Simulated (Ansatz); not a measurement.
The reference is ZrS2 in the CdI2 type structure (space group P-3m1, No. 164; a = 3.6348 Å, c = 5.7197 Å; layered, stacked along the Cartesian z axis).

Levels (all Ansatz, a quantum-chemistry and plane-wave program, PAW): PBE-D3(BJ) (420 eV, no SOC); r2SCAN (500 eV, spin-orbit coupling left out).

Its gap is 0.66 eV with PBE-D3(BJ) and 0.96 eV with r2SCAN.

Modification: cell and atoms relaxed at a pressure of 4.2 GPa.

With PBE-D3(BJ) the gap becomes 0.21 eV.

**Question.** If the r2SCAN correction stayed the same, what would the r2SCAN gap be, and what does the r2SCAN run give?

**Answer.** A rigid correction of +0.30 eV gives 0.51 eV. The r2SCAN run gives 0.48 eV, so the two effects roughly add.

Single points use the geometry relaxed with PBE-D3(BJ). Load acts through the strain it causes; cell and atoms are relaxed under it. Whether these cells are dynamically stable was not tested. The zero or small gap of ZrS2 under pressure 4.2 GPa can change with the level of theory.
